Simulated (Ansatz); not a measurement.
# Ag2O: isotropic strain +1.20 %

Base system: Ag2O (space group Pn-3m, No. 224; a = 4.7067 Å).

One thing is altered: every lattice vector is stretched by 1.20 %, atoms relaxed at fixed cell.

The values are results of plane-wave PAW DFT at the PBEsol level (Ansatz, a first-principles code, 420 eV), without spin-orbit coupling, not measurements. k-mesh 7×7×7 (Γ-centred); smearing 0.05 eV (Fermi–Dirac).

- Volume per atom: 18.01 Å³ (base 17.38 Å³)
- Energy relative to the base (free energy F): +5.9 meV/atom
- Band gap: zero (base zero)

A case with no gap was solved on a k-mesh chosen for an insulator, which is coarse for it. Stability against distortions was not tested. No Hubbard U is applied, and correlation can decide whether such a compound is a metal. All final runs are without spin polarisation. A zero or small gap of Ag2O can be the functional's error rather than a property of the material.
